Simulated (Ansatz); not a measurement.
**Response to strain in GaN**

Base system: GaN in the zinc blende structure (space group F-43m, No. 216; a = 4.455 Å). Axes: x, y, z lie along the cube axes.

Strains are applied to the cell and any free atomic positions relax; under biaxial strain the out-of-plane vector relaxes too.

All numbers come from LDA (Ansatz, a program for electronic structure, PAW, no SOC).

Notes on the quantities. energy relative to the base: free energy F.

```csv
"biaxial strain, plane normal [001], relaxed out of plane (%)",energy relative to the base (meV/atom)
-3,18.3
-2.5,12.5
-2,7.9
-1.5,4.4
-1,?
-0.5,0.4
0,0.0
```

### Question
Fit ΔE = Aε² + Bε³ (ε in %) to the rows shown and predict the withheld row.

### Answer
Least squares on the printed values gives A = 1.86 and B = -0.059 meV/atom (largest residual 0.1 meV/atom); this predicts 1.9 meV/atom, and the run gives 1.9 meV/atom, in agreement.

No phonon test of stability was made. This is not the structure that GaN has at room temperature and ambient pressure.
